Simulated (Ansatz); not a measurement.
K2NiF4 (space group I4/mmm, No. 139; ferromagnetic)

```
K2NiF4
1.0
   -1.99050     1.99050     6.47181
    1.99050    -1.99050     6.47181
    1.99050     1.99050    -6.47181
K Ni F
2 1 4
Direct
  0.35481   0.35481   0.00000
  0.64519   0.64519   0.00000
  0.00000   0.00000   0.00000
  0.00000   0.50000   0.50000
  0.50000   0.00000   0.50000
  0.15448   0.15448   0.00000
  0.84552   0.84552   0.00000
```

Level of theory: Ansatz (a first-principles code) r2SCAN+rVV10, no spin-orbit coupling. Γ-centred 12×12×12 mesh, Fermi–Dirac width 0.05 eV.

```json
{
 "volume_per_atom": "14.65 Å³",
 "density": "3.45 g/cm³",
 "band_gap": "2.51 eV, indirect, X → M",
 "magnetic_state": "ferromagnetic",
 "total_energy": "-1738.991 eV/atom (σ→0; compares only within this code and set-up)"
}
```

Whether these cells are dynamically stable was not tested. No Hubbard U is applied and the magnetic state is the run's own (K2NiF4 ferromagnetic); other magnetic orders, which need larger cells, were not tried and can change the gap. A gap here joins edges of opposite spin (a spin-flip gap).
